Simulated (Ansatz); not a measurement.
Here is the system:

```xyz
2
Lattice="0.0000 2.5577 2.5577 2.5577 0.0000 2.5577 2.5577 2.5577 0.0000" Properties=species:S:1:pos:R:3 pbc="T T T"
Mg     0.0000     0.0000     0.0000
S      2.5577     2.5577     2.5577
```

No spin polarisation.

Computed with Kohn–Sham DFT with the r2SCAN functional, run in Ansatz (a quantum-chemistry and plane-wave program) with PAW and 500 eV plane waves, no spin-orbit coupling. k-mesh 11×11×11 (Γ-centred); smearing 0.05 eV (Fermi–Dirac).

Problem. What band gap does the calculation give?

Solution. 3.57 eV.

Problem. What electron mass does the calculation give?

Solution. 0.53 mₑ along k, 0.30 mₑ across (at X).

Problem. Estimate the smallest direct gap.

Solution. 5.08 eV.

Problem. Estimate the hole mass (degenerate bands, along [100]).

Solution. 0.29, 0.88, 0.88 mₑ (at Γ).

Load acts through the strain it causes; cell and atoms are relaxed under it. Masses are band curvatures over ±0.01 Å⁻¹ around the edge. Along k means along the line from Γ to the band edge. No phonon test of stability was made. The cell was made from MgS in the rock salt structure (space group Fm-3m, No. 225) by this change: pressure 4.5 GPa.
